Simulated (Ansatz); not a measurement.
Reference: SnO₂ (P4_2/mnm), PBEsol, rigid bands (plane waves, PAW, scalar-relativistic; Ansatz, a program for electronic structure); axes and stresses refer to this cell.

```yaml
crystal:
  lattice:
    - [4.76895, 0.00000, 0.00000]
    - [0.00000, 4.76942, 0.00000]
    - [0.00000, 0.00000, 3.21200]
  atoms:
    - { symbol: Sn, position: [0.50000, 0.50000, 0.50000] }
    - { symbol: Sn, position: [0.00000, 0.00000, 0.00000] }
    - { symbol: O, position: [0.30621, 0.30635, 0.00000] }
    - { symbol: O, position: [0.69379, 0.69365, 0.00000] }
    - { symbol: O, position: [0.80621, 0.19365, 0.50000] }
    - { symbol: O, position: [0.19379, 0.80635, 0.50000] }
```

- hole conductivity mass = 1.55 mₑ
- band gap = 0.92 eV
- Seebeck coefficient, p-type 1e19 cm⁻³ = 346 μV/K

Change: spin-orbit coupling switched on. What happens to hole conductivity mass, band gap, Seebeck coefficient, p-type 1e19 cm⁻³?

hole conductivity mass moves little, to 1.55 mₑ; band gap moves little, to 0.93 eV; Seebeck coefficient, p-type 1e19 cm⁻³ moves little, to 346 μV/K.

Masses are for dilute carriers at 300 K, harmonic means over directions unless an axis is named. Seebeck coefficients are for the stated density at 300 K, with one relaxation time for all states and whether or not that doping can be reached. Spin-orbit coupling is left out unless a row names it.
